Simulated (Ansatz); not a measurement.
The starting structures come from a database of crystals and need not be the phases stable at ambient conditions.

Tunnelling through a barrier is set by its complex band structure: the current falls as exp(−2κd) with the smallest κ.

Consider the following.

```
CELL_PARAMETERS angstrom
      4.91835     0.00000     0.00000
      1.63945     4.86622     0.00000
      2.45917     0.00000     1.41981
ATOMIC_POSITIONS crystal
  Be 0.14100 0.57699 0.00000
  Be 0.68231 0.95307 0.00000
  Be 0.91119 0.26643 0.00000
  N  0.79584 0.61248 0.00000
  N  0.29156 0.12531 0.00000
```

Space group of this cell: R3m. The cell is taken as given; by r2SCAN its mean pressure is -1.0 GPa.

Transport runs along the normal of the first two printed cell vectors, the (110) plane of the conventional cell.

The gap is the functional's own. No spin-orbit coupling. Mid-gap values are interpolated on the energy grid.

Q: State the band gap and the smallest decay constant κ at mid-gap according to Ansatz (a first-principles code) with r2SCAN.

A: Gap 3.42 eV on a 20×20×20 mesh; κ = 0.309 1/Å, at the zone centre.
